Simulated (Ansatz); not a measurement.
The reference is BN in the wurtzite structure (space group P6_3mc, No. 186).

```yaml
crystal:
  lattice:
    - [2.55452, 0.00000, 0.00000]
    - [-1.27726, 2.21228, 0.00000]
    - [0.00000, 0.00000, 4.22456]
  atoms:
    - { symbol: B, position: [0.33333, 0.66667, 0.00019] }
    - { symbol: B, position: [0.66667, 0.33333, 0.50019] }
    - { symbol: N, position: [0.33333, 0.66667, 0.37481] }
    - { symbol: N, position: [0.66667, 0.33333, 0.87481] }
```

Cartesian axes are those of the cell as printed.

All numbers come from PBE (Ansatz, a first-principles code; PAW; 420 eV plane waves; scalar-relativistic without spin-orbit coupling).

Before the change:

| Quantity | Value |
|---|---|
| Valence-band top at Γ | 0.00, 0.00, -0.26 eV |
| Pressure | 0.00 GPa |
| Electron mass | 0.31 mₑ along c, 0.51 mₑ across (at K) |

It is then changed as follows: tensile biaxial strain of 0.60 % in the plane normal to [001], as in epitaxy on a mismatched substrate; the out-of-plane cell vector and the atoms relax.

Q: What happens to the valence-band top at Γ, pressure and electron mass?

A: The valence-band top at Γ (three highest levels, from the VBM) becomes 0.00, 0.00, -0.23 eV (base: 0.00, 0.00, -0.26 eV); the pressure (mean of the normal stresses, compression positive) goes from zero to -4.06 GPa; the electron mass goes from 0.31 mₑ along c, 0.51 mₑ across (at K) to 0.31 mₑ out of plane, 0.52 mₑ in plane (at K).

The levels and masses belong to the bands next to the band gap. Masses are band curvatures over ±0.01 Å⁻¹ around the edge. Whether these cells are dynamically stable was not tested.
